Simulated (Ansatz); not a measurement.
The starting structures come from a database of crystals and need not be the phases stable at ambient conditions.

By PBEsol, the system below comes out a metal.

The ballistic (Sharvin) conductance counts the channels at the Fermi level: G/A = (e²/h) × channels of both spins per area.

Data:

```yaml
crystal:
  lattice:
    - [3.00865, 0.00000, 0.00000]
    - [0.00000, 4.58486, 0.00000]
    - [1.50432, 0.00000, 2.60557]
  atoms:
    - { symbol: W, position: [0.33333, 0.25367, 0.33333] }
    - { symbol: W, position: [0.66667, 0.74633, 0.66667] }
    - { symbol: C, position: [0.00000, 0.00000, 0.00000] }
```

Space group of this cell: P-3m1. The cell is strained (all lengths scaled by 0.98); by PBEsol its mean pressure is 11.6 GPa.

The current flows along the normal of the first two printed cell vectors, the (100) plane of the conventional cell. No spin-orbit coupling; the value is a mean over 0.1 eV about the Fermi level.

Task: State the ballistic conductance per area according to PBEsol (Ansatz, a first-principles code).

Result: 0.97 × 10¹⁵ S/m² for both spins.
